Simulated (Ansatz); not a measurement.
Faces of fcc Au in 1x1 cells, as slabs relaxed from ideal cuts; for each face the lowest of the symmetric, stoichiometric cuts and spin starts that were computed. The slabs keep the symmetry of their cuts; real faces may buckle, or reconstruct in larger cells. No spin-orbit coupling, no Hubbard U.

Method: PBE (plane waves to 420 eV, PAW; Ansatz, a first-principles code).

| face | cell area (Å²) | outermost plane spacing of the ideal cut (Å) | γ unrelaxed (J/m²) | γ relaxed (J/m²) | work function, top face (eV) |
|---|---|---|---|---|---|
| (100) | 8.64 | 2.08 | 0.88 | 0.88 | 5.09 |
| (110) | 12.22 | 1.47 | 0.97 | 0.91 | 5.01 |
| (111) | 7.48 | 2.40 | 0.70 | (withheld) | 5.19 |
| (210) | 19.32 | 0.93 | 1.03 | 0.92 | (withheld) |
| (211) | 21.17 | 0.85 | 0.90 | 0.82 | 5.08 |
| (221) | 25.92 | 0.69 | 0.87 | (withheld) | 5.06 |
| (310) | 27.33 | 0.66 | 1.01 | 0.92 | 5.00 |
| (311) | 14.33 | 1.25 | 0.95 | 0.88 | 5.05 |
| (320) | 31.16 | 0.58 | 1.02 | 0.93 | 4.92 |
| (331) | 18.83 | 0.95 | 0.92 | 0.84 | (withheld) |
| (332) | 40.53 | 0.44 | 0.82 | 0.75 | 5.13 |

Task: What belongs in the gaps?

Result: 
- (111), γ relaxed (J/m²): 0.69
- (210), work function, top face (eV): 4.99
- (221), γ relaxed (J/m²): 0.79
- (331), work function, top face (eV): 5.02
